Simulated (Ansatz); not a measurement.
An Ansatz (a quantum-chemistry and plane-wave program) run: Cs2CaBr4; Kohn–Sham DFT with the PBEsol functional, run in Ansatz with PAW and 420 eV plane waves, scalar-relativistic without spin-orbit coupling.

Input:

Ansatz 0.2 input:
```yaml
crystal:
  lattice:
    - [-2.8047393444, 2.8047393444, 8.8847604685]
    - [2.8047393444, -2.8047393444, 8.8847604685]
    - [2.8047393444, 2.8047393444, -8.8847604685]
  atoms:
    - { symbol: Cs, position: [0.3587725563, 0.3587725563, 0] }
    - { symbol: Cs, position: [0.6412274437, 0.6412274437, 0] }
    - { symbol: Ca, position: [0, 0, 0] }
    - { symbol: Br, position: [0.16022721, 0.16022721, 0] }
    - { symbol: Br, position: [0.83977279, 0.83977279, 0] }
    - { symbol: Br, position: [0.5, 0, 0.5] }
    - { symbol: Br, position: [0, 0.5, 0.5] }
basis: { ecutwfc: 420, ecutrho_ratio: 4, xc_grid: 2, fft_grid_basis: typed }
kpoints: { mp_grid: { grid: [8, 8, 8] } }
hamiltonian:
  xc: pbesol
  dispersion: none
  pseudopotentials: { kind: paw }
scf: { occupations: { method: fermi_dirac, width: 0.05 }, convergence: { dr2_threshold: 0.0000000007 } }
output: { forces: true, stress: true }
```

Output (explanatory and most iteration lines left out):

```
Pseudopotential: Cs, paw, valence charge 9
Pseudopotential: Ca, paw, valence charge 10
Pseudopotential: Br, paw, valence charge 7
Crystal: 7 atoms, lattice volume = 279.570 Å³
Basis set: ecut = 420 eV, 5461 PW (Γ), exchange–correlation on 144×144×144 points (8 copies of the dense FFT grid, shifted against one another)
Bands: 35, of which v1, the nominal top of the filled ones, is band 28 counted from 1 (27 counted from 0)
Symmetry: 16 space group operations
Space group: I4/mmm (ITA 139), of the structure as read, at distance tolerance 6.5e-5 Å
k-points: 59 of 512
Functional: x = pbesol(κ = 0.804, μ = 0.12345679012345678), c = pbesol(β = 0.046)
SCF iter   1: F=—  HF=-23924.769700 eV  |F-HF|=—  |Δ(HF+E_count)|=         —  Δρ=1.59e-3  dr2=1.08e-2  ethr=1.77e-3  ⟨swp⟩=12.6  Hψ=12902  notcnv=0
SCF iter   2: F=—  HF=-23924.771235 eV  |F-HF|=—  |Δ(HF+E_count)|=   1.54e-3  Δρ=9.72e-4  dr2=4.40e-3  ethr=1.94e-5  ⟨swp⟩=2.3  Hψ=4393  notcnv=0  defer=91
SCF 1 converged in 8 iterations: F = -23924.770853 eV  dr2 = 5.66e-10
SCF converged after 8 iterations
Free energy (F): -23924.770853 eV
Internal energy: -23924.770853 eV  (E = F + TS)
E sigma→0 (E₀):  -23924.770853 eV
Fermi energy:    4.168057 eV
--- Forces (eV/Å), atoms counted from 1 ---
  atom   1  Cs    -0.00000000    -0.00000000    -0.00156802
  atom   2  Cs     0.00000000    -0.00000000     0.00156802
  atom   3  Ca    -0.00000000     0.00000000     0.00000000
  atom   4  Br     0.00000000     0.00000000    -0.00309748
  atom   5  Br     0.00000000     0.00000000     0.00309748
  atom   6  Br     0.00000000    -0.00000000     0.00000000
  atom   7  Br    -0.00000000     0.00000000     0.00000000
--- Stress (GPa, compression-positive) ---
       -0.005011       0.000000       0.000000
        0.000000      -0.005011      -0.000000
        0.000000       0.000000      -0.001888
  P = ⅓ Tr σ = -0.0040 GPa (-0.040 kbar)
```

No phonon test of stability was made. The cell is Cs2CaBr4 (space group I4/mmm, No. 139; a cell from a computed database, its experimental status unchecked).
